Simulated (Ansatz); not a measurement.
CdTe (model structure, started from the PtS type, P4₂/mmc, No. 131, 4 atoms in the cell): properties by level of theory

```
level (code)         lattice constant a (Å)  c axis length (Å)
-------------------  ----------------------  -----------------
PBE (Ansatz)                          4.392              7.901
PBEsol (Ansatz)                       4.275              7.780
PBE-D3(BJ) (Ansatz)                   4.269              7.880
```

Ansatz's density-functional and Hartree–Fock values are scalar-relativistic unless marked +SOC, with PAW data made under PBE.

The computed numbers hold no vibrational or temperature effects.

A model structure was made by putting elements into a prototype or built by hand; it is no filed structure, need not be a known phase, and can be a saddle point held by its symmetry.

Ansatz is an electronic-structure program.
